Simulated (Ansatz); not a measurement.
The starting structures come from a database of crystals and need not be the phases stable at ambient conditions.

 Where the default PAW files enter, the runs use the earlier of Ansatz's two default sets.

By PBEsol, the system below comes out a metal.

A figure of merit of an interconnect metal is its ballistic conductance per area.

Input:

```
CELL_PARAMETERS angstrom
      3.17006     0.00000     0.00000
     -1.58503     2.74536     0.00000
      0.00000     0.00000     3.11863
ATOMIC_POSITIONS crystal
  Mo 0.00000 0.00000 0.00000
  P  0.33333 0.66667 0.50000
```

Space group of this cell: P-6m2. The cell is strained (all lengths scaled by 0.98); by PBEsol its mean pressure is 11.0 GPa.

The current flows along the normal of the first two printed cell vectors, the (001) plane of the conventional cell. No spin-orbit coupling; the value is a mean over 0.1 eV about the Fermi level.

Compute, with Ansatz (a first-principles code) with PBEsol, the ballistic conductance per area.

0.79 × 10¹⁵ S/m² for both spins.
